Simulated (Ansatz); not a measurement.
Where the default PAW files enter, the runs use the earlier of Ansatz's two default sets.

Data:

```xyz
9
Lattice="5.4313 0.0000 0.0000 0.0000 8.5130 0.0000 0.0000 4.2565 2.4575" Properties=species:S:1:pos:R:3 pbc="T T T"
Si     0.0000     4.2565     0.1528
Si     3.6209     6.5171     1.1523
Si     1.8104     1.9959     1.1523
O      1.1683     9.1266     1.6775
O      4.7892     5.4024     1.0873
O      2.9788    11.0099     2.1502
O      4.2630     7.8993     1.6775
O      0.6421     3.1106     1.0873
O      2.4525     6.0161     2.1502
```

Space group of this cell: P3_121. The cell is taken as given.

Transport runs along the normal of the first two printed cell vectors, the (110) plane of the conventional cell.

No gap correction and no spin-orbit coupling; mid-gap values are interpolated between computed energies.

Problem. Give the band gap and the smallest decay constant κ at mid-gap that r2SCAN run with Ansatz (a quantum-chemistry and plane-wave program) yields.

Solution. Gap 6.61 eV on a 6×12×12 mesh; κ = 0.507 1/Å, at the zone centre.
